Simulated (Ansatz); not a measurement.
**CeO$_{2}$ in the CdI2 type structure (space group P-3m1, No. 164; a hypothetical phase, not in the database extracts checked)**

```yaml
crystal:
  lattice:
    - [3.56815, 0.00000, 0.00000]
    - [-1.78408, 3.09011, 0.00000]
    - [0.00000, 0.00000, 4.33165]
  atoms:
    - { symbol: Ce, position: [0.00000, 0.00000, 0.00000] }
    - { symbol: O, position: [0.66667, 0.33333, 0.20611] }
    - { symbol: O, position: [0.33333, 0.66667, 0.79389] }
```

Level of theory: Kohn–Sham DFT with the PBEsol-D3(BJ) functional, run in Ansatz (an electronic-structure program) with PAW and 420 eV plane waves, without spin-orbit coupling, earlier PAW set. k-mesh 11×11×8 (Γ-centred); smearing 0.05 eV (Fermi–Dirac).

The volume per atom is 15.92 Å³, the density is 5.98 g/cm³ and the band gap is 2.27 eV, indirect, k = (0, 0.364, -1/2) in the run's primitive reciprocal basis → A. The lowest conduction-band minima above the VBM is A (0, 0, 1/2) 2.27 eV; M (1/2, 0, 0) 2.41 eV and the total energy is -2537.254 eV/atom (σ→0; compares only within this code and set-up).

Whether these cells are dynamically stable was not tested. Starting moments died away, wholly or in part, for the base; another magnetic solution may exist. All final runs are without spin polarisation.
